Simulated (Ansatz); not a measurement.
Data:

```
CELL_PARAMETERS angstrom
      4.95493     0.00000     0.00000
      0.00000     4.98033     0.00000
      0.00000     0.00000     6.91835
ATOMIC_POSITIONS crystal
  Si 0.30402 0.30228 0.00022
  Si 0.80402 0.19772 0.74978
  Si 0.19598 0.80228 0.24978
  Si 0.69598 0.69772 0.50022
  O  0.23761 0.10886 0.18109
  O  0.73761 0.39114 0.56891
  O  0.26239 0.60886 0.06891
  O  0.76239 0.89114 0.68109
  O  0.88714 0.76177 0.31717
  O  0.38714 0.73823 0.43283
  O  0.61286 0.26177 0.93283
  O  0.11286 0.23823 0.81717
```

No spin polarisation.

Computed with r2SCAN, PAW, 500 eV (Ansatz, an electronic-structure program; no spin-orbit coupling). Γ-centred 6×6×4 mesh, Fermi–Dirac width 0.05 eV.

Question: Predict the electron mass, space group and valence-band top at Γ.

Answer: The electron mass is 0.53 mₑ (at Γ), the space group is P2_12_12_1 (No. 19) and the valence-band top at Γ (three highest levels, from the VBM) comes out as 0.00, -0.31, -0.32 eV.

The levels and masses belong to the bands next to the band gap. The cells carry an imposed strain or load. Effective masses come from finite differences of ±0.01 Å⁻¹. Stability against distortions was not tested. The cell was made from SiO₂ (space group P4_12_12, No. 92) by this change: uniaxial strain ε_xx = −0.51 %.
